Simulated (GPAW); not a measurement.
# Several settings converged on K (Im-3m, 1 atom in the cell)

```
K
1.0
   -2.65320     2.65320     2.65320
    2.65320    -2.65320     2.65320
    2.65320     2.65320    -2.65320
K
1
Direct
  0.00000   0.00000   0.00000
```

Base method: PBE, GPAW PAW datasets PBE (gpaw-data 1.0.1) (plane waves; GPAW).

Base settings: mode = pw; ecut = 600 eV; xc = PBE; kpts = 6 6 6; mesh shift (steps) = 0 0 0; occupations.name = fermi-dirac; occupations.width = 0.1 eV; nbands = -7; convergence.density = 1e-05 e/electron; convergence.energy = 1e-05 eV/electron.

The count of work is k-points × plane waves × bands × iterations; it is no time. 

**Shifted k-point meshes**

In this ladder: kpts_shift = 0.5 0.5 0.5.

Only quantities that move along the ladder and can be compared are tabulated.

```csv
kpts,free energy less the last step's (meV/atom),pressure (GPa),count of work / last
2 2 2,36.76,0.14,0.0065
4 4 4,-9.91,-0.03,0.019
6 6 6,-9.94,-0.06,0.042
8 8 8,-2.39,-0.05,0.084
10 10 10,-0.43,-0.05,0.15
13 13 13,0.06,-0.05,0.27
15 15 15,0.00,-0.05,0.39
19 19 19,-0.01,-0.05,0.77
21 21 21,0.00,-0.05,1.0
```

Coarsest kpts that holds the pressure within 0.1 GPa of the last step, with all finer ones: 4 4 4, at 0.019 of the last step's count of work; the step before is off by 0.19 GPa.

Coarsest kpts that holds the free energy within 2 meV/atom of the last step, with all finer ones: 10 10 10, at 0.15 of the last step's count of work; the step before is off by 2.4 meV/atom.

Two neighbours can agree and both be off: 4 4 4 and 6 6 6 differ by 0.03 meV/atom in the free energy, yet lie about 9.9 meV/atom from the last step.

**The width of Fermi-Dirac smearing**

In this ladder: kpts = 10 10 10.

Narrow widths need finer meshes than wide ones, so the last steps can hold mesh noise.

Only quantities that move along the ladder and can be compared are tabulated; pressure and forces are left out, as mesh noise rules them at narrow widths.

```csv
occupations.width,free energy less the last step's (meV/atom),energy extrapolated to zero width less the last step's (meV/atom)
1 eV,-1171.41,-113.43
0.5 eV,-307.37,-9.17
0.3 eV,-104.18,-1.99
0.2 eV,-39.55,-1.42
0.1 eV,0.00,0.00
```

Widest occupations.width that holds the free energy within 5 meV/atom: not settled: the last two steps still differ by 40 meV/atom, over half the tolerance, so the ladder does not show it.

Widest occupations.width that holds the energy extrapolated to zero width within 1 meV/atom: not settled: the last two steps still differ by 1.4 meV/atom, over half the tolerance, so the ladder does not show it.

The extrapolation to zero width removes most of the smearing's effect on the energy.

**The mesh under tetrahedron occupations**

In this ladder: occupations.name = improved-tetrahedron-method; occupations.width = default.

Only quantities that move along the ladder and can be compared are tabulated.

```tsv
kpts	free energy less the last step's (meV/atom)	count of work / last
4 4 4	-39.56	0.031
5 5 5	-12.50	0.045
6 6 6	-5.72	0.062
7 7 7	-2.39	0.084
9 9 9	0.21	0.16
11 11 11	0.16	0.23
13 13 13	0.06	0.35
20 20 20	0.00	1.0
```

Coarsest kpts that holds the free energy within 1 meV/atom of the last step, with all finer ones: 9 9 9, at 0.16 of the last step's count of work; the step before is off by 2.4 meV/atom.

On the base run: the starting cell has typed, rounded lattice constants, without a prior relaxation at this level. Its lattice was rescaled by up to half a per cent.

Left out of this page: 1 run of the series outside the window shown, repeating another row's setting, or not comparable.
